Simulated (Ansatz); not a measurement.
Data:

Host crystal: wurtzite GaN, with a band gap (PBE, scalar-relativistic without spin-orbit coupling).

End structure of Ag on the (0001) surface of wurtzite GaN (2x2 Ga adatom at T4; a constructed slab, bottom: 3 H on 4 bottom sites), one in a cell of 36 Å², started at the site 'hollow Ga-Ga-Ga over Ga at depth 2.1 Å':

```xyz
45
Lattice="6.4370 0.0000 0.0000 -3.2185 5.5746 0.0000 0.0000 0.0000 33.0000" Properties=species:S:1:pos:R:3 pbc="T T T"
N      1.6122     0.9274    10.6611
N      4.8248     0.9274    10.6604
N      0.0000     3.7198    10.6604
N      3.2184     3.7164    10.5875
Ga    -0.0003     1.8583    11.2864
Ga     3.2187     1.9411    11.2487
Ga    -1.6809     4.6038    11.2487
Ga     1.6808     4.6042    11.2498
N      0.0000     1.8582    13.2295
N      3.2185     1.8582    13.2295
N     -1.6092     4.6455    13.2295
N      1.6092     4.6455    13.2295
Ga     1.6092     0.9291    13.8758
Ga     4.8277     0.9291    13.8758
Ga     0.0000     3.7164    13.8758
Ga     3.2185     3.7164    13.8758
N      1.6071     0.9303    15.8424
N      4.8298     0.9255    15.8438
N      0.0042     3.7164    15.8438
N      3.2142     3.7188    15.8457
Ga    -0.0038     1.8604    16.5076
Ga     3.2197     1.8538    16.4901
Ga    -1.6048     4.6466    16.4901
Ga     1.6054     4.6477    16.5031
N     -0.0127     1.8655    18.4853
N      3.2168     1.8451    18.4584
N     -1.5987     4.6535    18.4584
N      1.6023     4.6495    18.4762
Ga     1.5995     0.9347    19.1108
Ga     4.8213     0.9285    19.1528
Ga    -0.0028     3.7222    19.1528
Ga     3.2267     3.7116    19.0694
N      1.5915     0.9393    21.0795
N      4.8156     0.9210    21.1509
N      0.0010     3.7309    21.1509
N      3.2484     3.6991    21.0052
Ga    -0.0427     1.8829    21.8797
Ga     3.2079     1.8662    21.7720
Ga    -1.6214     4.6506    21.7720
Ga     1.6558     4.6186    21.7918
H      1.5965     0.9365     9.6352
H      4.8405     0.9363     9.6345
H      0.0001     3.7017     9.6345
Ga     1.4389     1.0274    23.7217
Ag     3.1290     3.7681    23.8506
```

Model: 45-atom slab, 13.9 Å thick at the start with caps and adatoms under the adsorbate (thin: gaps and levels are the slab's own), 4x4x1 mesh, Fermi-Dirac 0.01 eV, dipole correction, 23 atoms held, the rest relaxed; held to the start's symmetry, so lower structures may exist; spin-polarised, ending with about 0.1 μB a cell, a value that depends on the mesh; orders that need a larger cell were not tried, no spin-orbit, no U, no dispersion correction. The slab shows no gap over 0.04 eV on its mesh. At the end it is bonded to 3 Ga. In PBE this state lies 0.09 eV over the lowest of the starts that converged ('over Ga at depth 1.7 Å #2', where the adsorbate broke or entered a bond of the host).

A negative adsorption energy means that the adsorbate is more stable on the surface than in its reference.

Task: What is the computed adsorption energy against an atom of fcc Ag (Ansatz (a program for electronic structure) with PBE)?

Result: 0.48 eV

Task: Predict the change of the step from the bottom to the top vacuum level, against the clean slab from PBE.

Result: -0.58 eV
